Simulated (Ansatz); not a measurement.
Effect of biaxial strain +2.40 %, plane normal [001], relaxed out of plane on Cu3N

Start from Cu3N (space group Pm-3m, No. 221; a = 3.721 Å). Axes: x, y, z lie along the cube axes.

Modification: biaxial strain +2.40 %, plane normal [001], relaxed out of plane (Cartesian); in-plane vectors clamped, the third vector and the atoms free.

Calculations: LDA (Ansatz, a quantum-chemistry and plane-wave program), no spin-orbit coupling. Settings: 13×13×13 k-points, 0.05 eV Fermi–Dirac smearing.

- Volume per atom = 13.37 Å³ (base 12.88 Å³)
- Space group = P4/mmm (No. 123) (base Pm-3m (No. 221))
- Shortest interatomic distance = 1.842 Å (base 1.860 Å)
- Energy relative to the base (free energy F) = +15 meV/atom
- Band gap = 0.07 eV (uncertain: the Fermi level lies in a band; the changed cell) (base zero)
- Out-of-plane strain = -0.97 % (rough)
- Mean in-plane stress (compression positive) = -7.3 GPa (rough)

Final structure (turned so that z lies along the plane normal):

```xyz
4
Lattice="3.8102 0.0000 0.0000 0.0000 3.8102 0.0000 0.0000 0.0000 3.6848" Properties=species:S:1:pos:R:3 pbc="T T T"
Cu     1.9051     0.0000     0.0000
Cu     0.0000     1.9051     0.0000
Cu     0.0000     0.0000     1.8424
N      0.0000     0.0000     0.0000
```

Without a gap, meshes like the base's 13×13×13 leave anisotropic stresses uncertain by several tenths of a GPa, and small strain energies with them. No phonon test of stability was made. All final runs are without spin polarisation. The zero or small gap of Cu3N can change with the level of theory.
